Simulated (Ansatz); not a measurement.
The reference is CdO in the rock salt structure (space group Fm-3m, No. 225).

```xyz
2
Lattice="0.0000 2.3451 2.3451 2.3451 0.0000 2.3451 2.3451 2.3451 0.0000" Properties=species:S:1:pos:R:3 pbc="T T T"
O      0.0000     0.0000     0.0000
Cd     2.3451     2.3451     2.3451
```

All numbers come from Kohn–Sham DFT with the PBEsol functional, run in Ansatz (a quantum-chemistry and plane-wave program) with PAW and 420 eV plane waves, no spin-orbit coupling.

```csv
level,band gap,lattice parameter a
PBEsol,zero,4.690 Å
```

Measured: band gap 0.84 eV (0 K or low temperature; as listed in E. Menéndez-Proupin et al., Physical Review B (2004)); lattice parameter a 4.696 Å (temperature not stated; as listed in Priya Gopal et al., Physical Review B (2015)).

Computed minus measured — band gap: PBEsol -0.84 eV; lattice parameter a: PBEsol -0.1 %. Measured values not marked as corrected hold thermal and zero-point effects that the static-lattice runs lack. A measured gap can be an optical one, lowered by exciton binding. Levels without spin-orbit coupling miss its effect on the gap.

No phonon test of stability was made. The final runs are not spin-polarised. A zero or small gap of CdO can be the functional's error rather than a property of the material.
